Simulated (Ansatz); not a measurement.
Base system: BN in the zinc blende structure (space group F-43m, No. 216; a = 3.610 Å). Axes: x, y, z lie along the cube axes.

All numbers come from Kohn–Sham DFT with the r2SCAN functional, run in Ansatz (a quantum-chemistry and plane-wave program) with PAW and 500 eV plane waves, without spin-orbit coupling.

For the base:

* **Band gap**: 5.00 eV
* **Valence-band top at Γ**: 0.00, 0.00, 0.00 eV

Perturbation: biaxial strain +0.83 %, plane normal [111], relaxed out of plane (Cartesian); in-plane vectors clamped, the third vector and the atoms free.

How does this affect the band gap?

The band gap shrinks by 0.048 eV to 4.96 eV.

What happens to the valence-band top at Γ?

The valence-band top at Γ (three highest levels, from the VBM) changes from 0.00, 0.00, 0.00 eV to 0.00, -0.04, -0.04 eV.

Stability against distortions was not tested.
